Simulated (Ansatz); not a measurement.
```yaml
crystal:
  lattice:
    - [3.04496, 0.00000, 0.00000]
    - [1.52248, 2.63701, 0.00000]
    - [1.52248, -0.87900, 2.51477]
  atoms:
    - { symbol: Al, position: [0.99889, 0.00056, 0.00167] }
    - { symbol: N, position: [0.50111, 0.24944, 0.74833] }
```

No spin polarisation.

The values are results of LDA (Ansatz, an electronic-structure program; PAW; 420 eV plane waves; no spin-orbit coupling), not measurements. Settings: 13×13×13 k-points, 0.05 eV Fermi–Dirac smearing.

Problem. Predict the gap character, band gap and in-plane stress.

Solution. The gap character is indirect, Γ → F and the band gap is 3.22 eV. The mean in-plane stress (compression positive) is +4.4 GPa.

The cells carry an imposed strain or load. Whether these cells are dynamically stable was not tested. The cell was made from AlN in the zinc blende structure (space group F-43m, No. 216) by this change: biaxial strain −0.83 %, plane normal [111], relaxed out of plane. This is not the structure that AlN has at room temperature and ambient pressure.
